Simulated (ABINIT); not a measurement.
Worked example: self-consistent single point of ZrNbCN (R3m, 4 atoms in the cell) in ABINIT.

Computed with PBEsol, PAW (JTH v2.0 PBE PAW, files made for PBE) (plane waves; ABINIT).

```yaml
crystal:
  lattice:
    - [1.60271, 0.92533, 5.26529]
    - [-1.60271, 0.92533, 5.26529]
    - [0.00000, -1.85065, 5.26529]
  atoms:
    - { symbol: Zr, position: [0.25235, 0.25235, 0.25235] }
    - { symbol: Nb, position: [0.74678, 0.74678, 0.74678] }
    - { symbol: C, position: [0.00328, 0.00328, 0.00328] }
    - { symbol: N, position: [0.49759, 0.49759, 0.49759] }
```

Reference input (self-consistent single point, DFT, LDA (PW92), plane waves, PAW (JTH v2.0 LDA PAW)): pseudos = [Zr.LDA_PW-JTH.xml, Nb.LDA_PW-JTH.xml, C.LDA_PW-JTH.xml, N.LDA_PW-JTH.xml]; ecut = 26 Ha; pawecutdg = 52 Ha; pawxcdev = 0; occopt = 3; tsmear = 0.1 eV; ngkpt = 11 11 11; nshiftk = 1; shiftk = 0 0 0; potentials = JTH v2.0 LDA PAW; nband = 23; kptopt = 1. This run's input differs from it in these lines:

```diff
@@ -1,4 +1,4 @@
-# ZrNbCN, JTH v2.0 LDA PAW
+# ZrNbCN, JTH v2.0 PBE PAW
 pp_dirpath "./"
-pseudos "Zr.LDA_PW-JTH.xml, Nb.LDA_PW-JTH.xml, C.LDA_PW-JTH.xml, N.LDA_PW-JTH.xml"
+pseudos "Zr.GGA_PBE-JTH.xml, Nb.GGA_PBE-JTH.xml, C.GGA_PBE-JTH.xml, N.GGA_PBE-JTH.xml"
 acell 10.5466737398 10.5466737398 10.5466737398
@@ -20,2 +20,3 @@
 pawxcdev 0
+ixc -116133
 occopt 3
```

Its files differ too (potentials: JTH v2.0 LDA PAW → JTH v2.0 PBE PAW).

Output, abridged:

```
--- !BeginCycle
solver: {iscf: 17, nstep: 50, nline: 4, wfoptalg: 10, }
tolerances: {tolvrs: 1.00E-10, }
...

     iter   Etot(hartree)      deltaE(h)  residm     nres2
 ETOT  1  -120.85770455507    -1.209E+02 5.780E-01 2.739E+02
 ETOT  2  -120.97916681737    -1.215E-01 2.993E-02 1.324E+02
 ETOT  3  -120.92790597544     5.126E-02 2.221E-02 4.946E+00
 ETOT  4  -120.92836261544    -4.566E-04 5.565E-03 1.809E+00
 ETOT  5  -120.92773626299     6.264E-04 3.645E-03 1.722E-01
   [... 6 lines left out ...]
 ETOT 12  -120.92770920625     1.981E-11 5.475E-04 9.654E-09
 ETOT 13  -120.92770920625     7.674E-13 2.276E-04 1.681E-09
 ETOT 14  -120.92770920625     8.100E-13 2.542E-04 1.321E-10
 ETOT 15  -120.92770920625    -2.984E-13 1.446E-04 2.569E-12
 At SCF step   15       nres2   =  2.57E-12 < tolvrs=  1.00E-10 =>converged.

 Cartesian components of stress tensor (hartree/bohr^3)
  sigma(1 1)=  1.87091995E-04  sigma(3 2)=  0.00000000E+00
  sigma(2 2)=  1.87091995E-04  sigma(3 1)=  0.00000000E+00
  sigma(3 3)=  1.97828433E-04  sigma(2 1)=  0.00000000E+00

 ----iterations are completed or convergence reached----

 reduced coordinates (array xred) for    4 atoms
       0.252350000000      0.252350000000      0.252350000000
       0.746777000000      0.746777000000      0.746777000000
       0.003280000000      0.003280000000      0.003280000000
       0.497593000000      0.497593000000      0.497593000000
 cartesian forces (eV/Angstrom) at end:
    1     -0.00000000000000    -0.00000000000000    -0.20007306609955
   [... lines left out ...]
 Fermi (or HOMO) energy (hartree) =   0.52183   Average Vxc (hartree)=  -0.47457
 Fermi (or HOMO) energy (eV) =  14.19959   Average Vxc (eV)= -12.91371
   [... lines left out ...]
'-kT*entropy'       : -1.63872591452702E-03
total_energy        : -1.20927709158789E+02
total_energy_eV     : -3.29061031323024E+03
...

-Cartesian components of stress tensor (GPa)         [Pressure= -5.6097E+00 GPa]
- sigma(1 1)=  5.50443562E+00  sigma(3 2)=  0.00000000E+00
- sigma(2 2)=  5.50443560E+00  sigma(3 1)=  0.00000000E+00
- sigma(3 3)=  5.82031247E+00  sigma(2 1)=  0.00000000E+00

 Calculation completed.
```

The run converged in 15 iterations. Against the reference run the pressure goes from -10.56 to -5.61 GPa and the largest force goes from 0.252 to 0.244 eV/Å.

The starting cell comes from a database of computed structures (which also holds hypothetical and non-ambient phases and stackings), without a prior relaxation at this level. Its lattice was rescaled by a random factor within 2.5 % of one. Spin polarisation is off. The potentials were made for another functional than the one used. With a pressure of about -6 GPa the cell is away from its equilibrium volume at this level.

Cost on one core of a shared machine: roughly 7 min.
